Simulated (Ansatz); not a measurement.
The parent structure is MgO in the wurtzite structure (space group P6_3mc, No. 186; a = 3.303 Å, c = 5.021 Å; a cell from a computed database, its experimental status unchecked). Axes: x lies along a and z along c of the hexagonal cell.

Now apply this change: uniaxial strain ε_zz = +4.88 %, all other strain components held at zero, atoms relaxed at fixed cell.

Levels (all Ansatz, a program for electronic structure, PAW): PBEsol (420 eV, spin-orbit coupling left out); r2SCAN (500 eV, no spin-orbit coupling); HSE06 (420 eV, scalar-relativistic without spin-orbit coupling).

One geometry, relaxed with PBEsol, under each level:

```tsv
level	band gap	lowest conduction level above the VBM at special points	electron mass	pressure
PBEsol	3.28 eV	Γ 3.28 eV; A 5.67 eV; L 7.17 eV; M 7.69 eV	0.33 mₑ (at Γ)	-4.62 GPa
r2SCAN	4.06 eV	Γ 4.06 eV; A 6.46 eV; L 8.03 eV; M 8.56 eV	0.35 mₑ (at Γ)	-5.61 GPa
HSE06	4.98 eV	Γ 4.98 eV; A 7.44 eV; L 9.00 eV	–	–
```

Single points use the geometry relaxed with PBEsol. Their cutoffs differ, which shifts pressures a little. Effective masses come from finite differences of ±0.01 Å⁻¹. Stability against distortions was not tested. This is not the structure that MgO has at room temperature and ambient pressure.
